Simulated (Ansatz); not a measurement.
## Response to strain in MgO

Take MgO in the rock salt structure (space group Fm-3m, No. 225) as the base.

```
CELL_PARAMETERS angstrom
      0.00000     2.10705     2.10705
      2.10705     0.00000     2.10705
      2.10705     2.10705     0.00000
ATOMIC_POSITIONS crystal
  Mg 0.00000 0.00000 0.00000
  O  0.50000 0.50000 0.50000
```

Cartesian axes are those of the cell as printed.

Strains are applied to the cell and any free atomic positions relax.

Method: PBEsol in Ansatz (plane waves to 420 eV, PAW, no SOC).

Notes on the quantities. energy relative to the base: free energy F; pressure: mean of the normal stresses, compression positive.

| change | volume per atom | energy relative to the base | pressure | electron mass |
|---|---|---|---|---|
| base | 9.35 Å³ | 0 meV/atom | 0.01 GPa | 0.34 mₑ (at Γ) |
| uniaxial strain ε_zz = −3.00 % | 9.07 Å³ | +8.8 meV/atom | 5.45 GPa | 0.37 mₑ along z, 0.34 mₑ across (at Γ) |
| uniaxial strain ε_zz = −2.50 % | 9.12 Å³ | +6.0 meV/atom | 4.43 GPa | 0.36 mₑ along z, 0.34 mₑ across (at Γ) |
| uniaxial strain ε_zz = −2.00 % | 9.17 Å³ | +3.8 meV/atom | 3.46 GPa | – |
| uniaxial strain ε_zz = −1.50 % | 9.21 Å³ | +2.1 meV/atom | 2.54 GPa | 0.35 mₑ (at Γ) |
| uniaxial strain ε_zz = −1.00 % | 9.26 Å³ | +0.9 meV/atom | 1.66 GPa | 0.34 mₑ (at Γ) |
| uniaxial strain ε_zz = −0.50 % | 9.31 Å³ | +0.2 meV/atom | 0.81 GPa | 0.34 mₑ (at Γ) |
| uniaxial strain ε_zz = +0.50 % | 9.40 Å³ | +0.2 meV/atom | -0.76 GPa | 0.34 mₑ (at Γ) |
| uniaxial strain ε_zz = +2.00 % | 9.54 Å³ | +3.1 meV/atom | -2.87 GPa | – |
| uniaxial strain ε_zz = +2.50 % | 9.59 Å³ | +4.8 meV/atom | -3.51 GPa | 0.32 mₑ along z, 0.34 mₑ across (at Γ) |

The levels and masses belong to the bands next to the band gap. Effective masses come from finite differences of ±0.01 Å⁻¹. Whether these cells are dynamically stable was not tested.

Ansatz is a quantum-chemistry and plane-wave program.
